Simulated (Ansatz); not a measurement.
The starting structures come from a database of crystals and need not be the phases stable at ambient conditions.

Inside the gap of an insulator the Bloch states are evanescent, with a wavenumber k + iκ along the transport direction.

Here is the system:

```xyz
6
Lattice="3.5696 -0.0006 -0.0027 -1.7824 12.6269 -0.0474 -1.7825 -0.2401 3.0834" Properties=species:S:1:pos:R:3 pbc="T T T"
Tl     0.0038     7.7480     2.6713
Tl     0.0009     4.6382     0.3619
Tl     0.0017     1.4626     2.1814
Tl     0.0030    10.9235     0.8519
O      1.7862     3.0553     1.2707
O     -1.7815     9.3309     1.7626
```

Space group of this cell: R-3m. The cell was relaxed by PBE-D3(BJ); by PBEsol its mean pressure is -1.9 GPa.

Transport runs along the normal of the first two printed cell vectors, the (110) plane of the conventional cell.

The gap is the functional's own, uncorrected, and κ follows it; spin-orbit coupling is left out. Mid-gap values are interpolated between the computed energies.

Task: Estimate the band gap and the smallest decay constant κ at mid-gap that Ansatz (a program for electronic structure) with PBEsol returns for this system.

Result: Gap 0.34 eV on a 10×10×10 mesh; κ = 0.060 1/Å, at the zone centre.
